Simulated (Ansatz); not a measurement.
Base system: MgTe in the zinc blende structure (space group F-43m, No. 216; a = 6.4384 Å). Axes: x, y, z lie along the cube axes.

Calculations: PBEsol/PAW in Ansatz (a quantum-chemistry and plane-wave program), spin-orbit coupling left out, earlier PAW set.

The change: tensor shear ε_xy = −1.83 % (engineering shear γ = -0.0366), atoms relaxed at fixed cell.

Question: Predict the stress tensor and what it implies for the stiffness.

Answer: Stress of the strained cell less that of the base (GPa, compression positive):
```
   0.00    0.60    0.00
   0.60    0.00    0.00
   0.00    0.00   -0.03
```

Then −Δσ/γ with γ = 2ε = -0.0366 gives secant stiffness values (nonlinear terms included at this strain): C66 ≈ 16 GPa.

Stability against distortions was not tested.
